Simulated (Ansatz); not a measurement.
## Al3Ru2 (space group I4/mmm, No. 139; a cell from a computed database, its experimental status unchecked)

Al$_{3}$Ru$_{2}$ is modelled in the tetragonal space group I4/mmm (No. 139), Pearson symbol tI10. Cell: a = 3.0732 Å, b = 3.0732 Å, c = 14.2531 Å, α = 90.00°, β = 90.00°, γ = 90.00°. Al1 on 2a is coordinated by 8 Ru at 2.644 Å and 2 Al at 2.762 Å and 4 Al at 3.073 Å. Al2 on 4e has 4 Ru at 2.510 Å and 1 Ru at 2.859 Å and 5 Al at 2.701–2.762 Å and 4 Al at 3.073 Å. Ru on 4e has 4 Al at 2.510 Å and 4 Al at 2.644 Å and 1 Al at 2.859 Å and 5 Ru at 3.012–3.073 Å. (Neighbours: up to the widest gap in distance over summed covalent radii, below 1.35, at either atom.)
(The calculation used a cell of 5 atoms; values per cell refer to that cell.)

All numbers come from PBEsol/PAW in Ansatz (a first-principles code), scalar-relativistic without spin-orbit coupling. k-mesh 21×21×21 (Γ-centred); smearing 0.05 eV (Fermi–Dirac).

Volume per atom: 13.46 Å³
Density: 6.98 g/cm³
Band gap: zero
Total energy: -2642.003 eV/atom (σ→0; compares only within this code and set-up)

Stability against distortions was not tested. The final runs are not spin-polarised.
